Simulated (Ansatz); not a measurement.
## Ti: biaxial strain +0.97 %, plane normal [001], relaxed out of plane

The parent structure is Ti in the hcp (Mg type) structure (space group P6_3/mmc, No. 194; a = 2.9367 Å, c = 4.6410 Å; relaxed with 0.1 eV smearing). Axes: x lies along a and z along c of the hexagonal cell.

One thing is altered: biaxial strain +0.97 %, plane normal [001], relaxed out of plane (Cartesian); in-plane vectors clamped, the third vector and the atoms free.

All numbers come from Kohn–Sham DFT with the r2SCAN functional, run in Ansatz (a program for electronic structure) with PAW and 500 eV plane waves, without spin-orbit coupling, earlier PAW set. Γ-centred 23×23×13 mesh, Fermi–Dirac width 0.1 eV.

The volume per atom goes up by 0.21 Å³ to 17.54 Å³ and the space group stays P6_3/mmc (No. 194). The pressure (mean of the normal stresses, compression positive) goes from zero to -1.4 GPa and the band gap is still zero. The out-of-plane strain amounts to -0.74 % and the mean in-plane stress (compression positive) is -2.0 GPa.

Final structure (turned so that z lies along the plane normal):

```
CELL_PARAMETERS angstrom
      2.96523     0.00000     0.00000
      1.48262     2.56797     0.00000
      0.00000     0.00000     4.60660
ATOMIC_POSITIONS crystal
  Ti 0.33333 0.33333 0.75000
  Ti 0.66667 0.66667 0.25000
```

Whether these cells are dynamically stable was not tested. The final runs are not spin-polarised.
